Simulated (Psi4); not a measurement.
Psi4 1.11, TPSS/def2-svp: C1C[SiH]C1, charge +1, multiplicity 1, 11 atoms. The geometry is a generated start, not checked to be a minimum at this level.

```yaml
task: energy
method: tpss
basis: def2-svp
memory: 3 GB
maxiter: 100
keys_of_the_molecule_block: symmetry c1
scf_type: df (default)
e_convergence: 1e-06 (default)
d_convergence: 1e-06 (default)
dft_radial_points: 75 (default)
dft_spherical_points: 302 (default)
basis_functions: 95
grid_points: 235241
```

```xyz
11

C      0.0685    -0.8888     0.3926
C      1.1931     0.1458     0.0719
Si    -0.1037     1.3667    -0.5881
C     -1.1916    -0.1067    -0.0911
H      0.0185    -1.1202     1.4507
H      0.2031    -1.8208    -0.1501
H      1.9246    -0.2129    -0.6490
H      1.7576     0.4657     0.9445
H     -0.2150     2.6966    -1.1704
H     -1.9258     0.0730     0.6933
H     -1.7293    -0.5984    -0.9042
```

Charge 1 and multiplicity 1 are set for this test and not shown to be the ground state.

With the defaults (diis = true, scf_initial_accelerator = adiis, damping_percentage = 0, diis_max_vecs = 10, guess = auto, which took SAD, diis_start = 1, level_shift = 0, level_shift_cutoff = 0.01) it converges in 9 SCF iterations. One run each on 2 threads, with these changes:
- diis_max_vecs = 3
- diis_start = 4
- guess = sap
- guess = core
- scf_initial_accelerator = none
- guess = huckel
- diis = false, scf_initial_accelerator = none, damping_percentage = 60
- diis_max_vecs = 20
- level_shift = 0.1, level_shift_cutoff = 0.001

### Question
Which runs fail or end elsewhere than the default run?

### Answer
No convergence: diis = false, scf_initial_accelerator = none, damping_percentage = 60 (the run ends without SCF convergence in 100 iterations). The rest reach the solution of the defaults.

```
setting                                                                SCF iterations             end
---------------------------------------------------------------------  --------------  --------------
the defaults                                                                        9   same solution
scf_initial_accelerator = none                                                      9   same solution
diis_max_vecs = 20                                                                  9   same solution
level_shift = 0.1, level_shift_cutoff = 0.001                                       9   same solution
guess = huckel                                                                     10   same solution
guess = sap                                                                        11   same solution
guess = core                                                                       12   same solution
diis_max_vecs = 3                                                                  16   same solution
diis_start = 4                                                                     16   same solution
diis = false, scf_initial_accelerator = none, damping_percentage = 60             100  no convergence
```

1 further run of the study ended by our limits or in an error and is left out.
